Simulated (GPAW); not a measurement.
Band structure of W (Im-3m, 1 atom in the cell).

```
CELL_PARAMETERS angstrom
     -1.57771     1.57771     1.57771
      1.57771    -1.57771     1.57771
      1.57771     1.57771    -1.57771
ATOMIC_POSITIONS crystal
  W  0.00000 0.00000 0.00000
```

Computed with PBE, GPAW PAW datasets PBE (gpaw-data 1.0.1) (plane waves; GPAW 25.7.0).

Settings: mode = pw; ecut = 550 eV; xc = PBE; kpts = 19 19 19; mesh shift (steps) = 0 0 0; occupations.name = methfessel-paxton; occupations.width = 0.272 eV; occupations.order = 0; nbands = -5; convergence.forces = 0.001 eV/Å; symmetry.symmorphic = false; symmetry.tolerance = 0.0005; maxiter = 100; bandpath_npoints = 40.

The starting cell comes from a database of computed structures (which also holds hypothetical and non-ambient phases and stackings), without a prior relaxation at this level. Its lattice was rescaled by a random factor within 2.5 % of one. Spin-orbit coupling is off. Spin polarisation is off.

Levels in eV from the Fermi level, bands 4 to 11:
```csv
point,4,5,6,7,8,9,10,11
Γ,-37.75,-9.61,-1.22,-1.22,-1.22,2.28,2.28,14.83
H,-38.67,-5.88,-5.88,5.25,5.25,5.25,8.36,8.36
N,-37.76,-6.28,-3.58,0.72,2.19,3.17,6.25,11.27
P,-38.42,-2.96,-2.96,-2.96,3.34,3.34,6.81,12.39
```

Bands cross the Fermi level along this path, so the cell is metallic at this level.
